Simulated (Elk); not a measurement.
A self-consistent single point of WC (P-6m2, 2 atoms in the cell) with Elk.

Level of theory: LDA (PW92), all-electron FP-LAPW, Elk's shipped species files, APW+lo basis with extra local orbitals run with Elk 10.2.4.

```yaml
crystal:
  lattice:
    - [2.84426, 0.00000, 0.00000]
    - [-1.42213, 2.46320, 0.00000]
    - [0.00000, 0.00000, 2.76902]
  atoms:
    - { symbol: W, position: [0.00000, 0.00000, 0.00000] }
    - { symbol: C, position: [0.66667, 0.33333, 0.50000] }
```

Reference input (self-consistent single point, DFT, PBE, all-electron FP-LAPW, Elk's shipped species files, APW+lo basis with extra local orbitals): xctype = 20; rgkmax = 7.5; swidth = 0.00367493 Ha; ngridk = 9 9 8; gmaxvr = 16 1/bohr; nxlo = 2; lorbcnd = true; lmaxi = 3; maxscl = 100. This run's input differs from it in these lines:

```diff
@@ -2,5 +2,2 @@
   0
-
-xctype
-  20
```

The program printed (abridged):

```
│ Self-consistent loop started │
│ Loop number : 1 │
 total energy                :     -16185.3367155
│ Loop number : 2 │
 total energy                :     -16186.0071979
RMS change in Kohn-Sham potential (target) :   0.2811618029     (  0.1000000000E-05)
Absolute change in total energy (target)   :   0.6704824053     (  0.1000000000E-03)
│ Loop number : 3 │
 total energy                :     -16188.5574169
RMS change in Kohn-Sham potential (target) :   0.2349621578     (  0.1000000000E-05)
Absolute change in total energy (target)   :    2.717839511     (  0.1000000000E-03)
│ Loop number : 4 │
   [... lines left out ...]
Absolute change in total energy (target)   :   0.4531447885E-03 (  0.1000000000E-03)
│ Loop number : 15 │
 total energy                :     -16194.5643776
RMS change in Kohn-Sham potential (target) :   0.9214525499E-07 (  0.1000000000E-05)
Absolute change in total energy (target)   :   0.1094507788E-03 (  0.1000000000E-03)
│ Loop number : 16 │
 total energy                :     -16194.5643760
RMS change in Kohn-Sham potential (target) :   0.3910683315E-07 (  0.1000000000E-05)
Absolute change in total energy (target)   :   0.2573319944E-04 (  0.1000000000E-03)
Convergence targets achieved

│ Loop number : 17 │

Energies :
 Fermi                       :     0.590827193235
 total energy                :     -16194.5643759

Density of states at Fermi energy :    8.253928030
 (states/Hartree/unit cell)

Estimated indirect band gap :   0.4934493894E-02
 from k-point     89 to k-point     20
Estimated direct band gap   :   0.3921070749E-01
 at k-point     18

Charges :
 core                        :    48.00000000
 valence                     :    32.00000000
 interstitial                :    3.040753780
 muffin-tins (core leakage)
  species :    1 (W)
   atom    1                 :    72.22606568     (  0.1667198319E-05)
  species :    2 (C)
   atom    1                 :    4.733180538     (  0.3033676476E-04)
 total in muffin-tins        :    76.95924622
 total calculated charge     :    79.99281415
 total charge                :    80.00000000
 error                       :   0.7185853108E-02

│ Self-consistent loop stopped │
```

The run converged in 17 iterations. The count includes the last loop, which Elk runs after its targets are met. 

The starting cell comes from a database of computed structures (which also holds hypothetical and non-ambient phases and stackings), without a prior relaxation at this level. Its lattice was rescaled by a random factor within 2.5 % of one. Spin-orbit coupling is off. Spin polarisation is off. Values depend on the basis (sphere radii, cutoffs, local orbitals), which need not be converged. The log's line on a gap gives a spacing of levels on this mesh, which the program prints for metals too.

Cost on one core of a shared machine: roughly 2 min.
